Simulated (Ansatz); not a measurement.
Level of theory: PBE (plane waves to 420 eV, PAW; Ansatz, a program for electronic structure).

Electrostatic potential energy of an electron, averaged over planes parallel to the surface, in eV from the Fermi level, for Au on the 1x1 (111) surface of fcc Cu, one in a 2x2 cell, started at the site 'hollow Cu-Cu-Cu over Cu at depth 2.1 Å':

```csv
z (Å),V (eV)
5.38,4.83
5.67,4.83
5.95,4.83
6.23,4.82
6.52,4.82
6.80,4.80
7.08,4.77
7.37,4.71
7.65,4.57
7.93,4.30
8.22,3.74
8.50,2.58
8.78,-0.12
9.07,-7.00
9.35,-14.31
9.63,-17.08
9.92,-14.65
10.20,-7.67
10.48,-1.20
10.77,-0.27
11.05,-4.88
11.33,-12.59
11.62,-16.91
11.90,-16.09
12.18,-10.27
12.47,-2.74
12.75,0.06
13.03,-2.56
13.32,-10.00
13.60,-15.95
13.88,-16.93
14.17,-12.76
14.45,-5.07
14.73,-0.26
15.02,-1.00
15.30,-7.28
15.58,-14.42
15.87,-17.13
16.15,-14.65
16.43,-7.57
16.72,-0.73
17.00,1.29
17.28,0.34
17.57,-1.17
17.85,-1.87
18.13,-1.60
18.42,-0.21
18.70,2.01
18.98,3.53
19.27,4.09
19.55,4.34
19.83,4.45
20.12,4.50
20.40,4.52
20.68,4.53
20.97,4.54
21.25,4.54
21.53,4.54
21.82,4.54
22.10,4.54
22.38,4.54
```

Slab: 17 atoms, 6.2 Å thick at the start under the adsorbate (thin: gaps and levels are the slab's own); k 6x6x1, smearing 0.1 eV, dipole-corrected; 8 atoms held, the rest relaxed; start symmetry kept, larger cells not searched; no spin, no spin-orbit, no U, no dispersion correction. At the end it is bonded to 3 Cu. In PBE it is, or lies within 0.03 eV of, the lowest of the starts that converged.

The vacuum level lies 4.54 eV above the Fermi level over the top face and 4.83 eV above it under the bottom face.
